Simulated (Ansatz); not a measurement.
Al under load (space group Fm-3m), PBEsol, DFPT electron-phonon coupling, linearised Boltzmann equation run with Ansatz (a first-principles code). Condition of this run: hydrostatic pressure 30 GPa (the target of the relaxation). Phonon-limited resistivity 0.895 μΩ·cm at 300 K, 1.33 μΩ·cm at 400 K, current-weighted mean free path 62 nm, Drude plasma energy 12.62 eV.

**Question.** What Drude relaxation time do resistivity and plasma energy imply?

**Answer.** ω_p = 1.92e16 s⁻¹, so τ = 1/(ε₀ ω_p² ρ) = 34.3 fs, a damping ħ/τ of 19.2 meV.

**Question.** Estimate the electronic thermal conductivity at 300 K by the Wiedemann-Franz law (L₀ = 2.44×10⁻⁸ W·Ω/K²).

**Answer.** L₀T/ρ = 2.44×10⁻⁸ × 300/(0.895×10⁻⁸) = 818 W/(m·K). Inelastic scattering puts the true Lorenz number somewhat under L₀ near and below the Debye temperature.

**Question.** What temperature coefficient of resistance follows, and how does it compare with 1/T?

**Answer.** (ρ₄₀₀ − ρ₃₀₀)/(100 K × ρ₃₀₀) = 4.86×10⁻³ K⁻¹, against 1/T = 3.33×10⁻³ K⁻¹ for a resistivity proportional to T. It lies higher because phonons are still being populated at 300 K; impurities would add a constant and lower it.

A metal at this level (no band gap). Only scattering by harmonic phonons is included (no impurities, grain boundaries, electron-electron scattering or thermal expansion). Spin-orbit coupling is left out. Halving the electron mesh (40x40x40) moves the resistivity by up to 5 % at 300 K, the mean free path by up to 9 %. Smearing 0.20 eV; phonons on a 6x6x6 q mesh, which this run doesn't test.
